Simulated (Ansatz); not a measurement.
**PtSeS (P3m1, No. 156, 3 atoms in the cell; start mp-1219720)**

The numbers are results of LDA in Ansatz (plane waves, PAW), not measurements.

Numerical settings: plane-wave cutoff 520 eV, 12×12×6 k mesh (along the axes of the cell as run), Fermi–Dirac smearing 0.01 eV, scalar-relativistic PAW data made under PBE.

Cell (relaxed at this level):

PtSSe is modelled in the trigonal space group P3m1 (No. 156), Pearson symbol hP3. Lattice parameters: a = 3.652 Å, b = 3.652 Å, c = 4.626 Å, α = 90.00°, β = 90.00°, γ = 120.00°. Pt on 1b sees 3 S at 2.406 Å and 3 Se at 2.473 Å (octahedral). Se on 1a sees 3 Pt at 2.473 Å (trigonal pyramidal). S on 1c is surrounded by 3 Pt at 2.406 Å (trigonal pyramidal). (Neighbours: up to the widest gap in distance over summed covalent radii, below 1.35, at either atom; cation-cation and far metal-metal contacts left out.)

```
Item             Value
------------  --------
bulk modulus  58.6 GPa
```

Note: the run has no spin polarisation, so it can have missed a magnetic state; the bulk modulus is −V dP/dV from two relaxed cells at ±2 % in volume; the relaxation could not lower the start's symmetry, so the cell can be a saddle point above a distorted one.

Spin–orbit coupling is not included; it can open a gap where bands touch, and shift volumes and moduli.

Cost on a shared machine: very roughly 100 core-seconds.

A start named mp-… is a Materials Project structure, which need not be a measured phase.

Ansatz is a quantum-chemistry and plane-wave program.
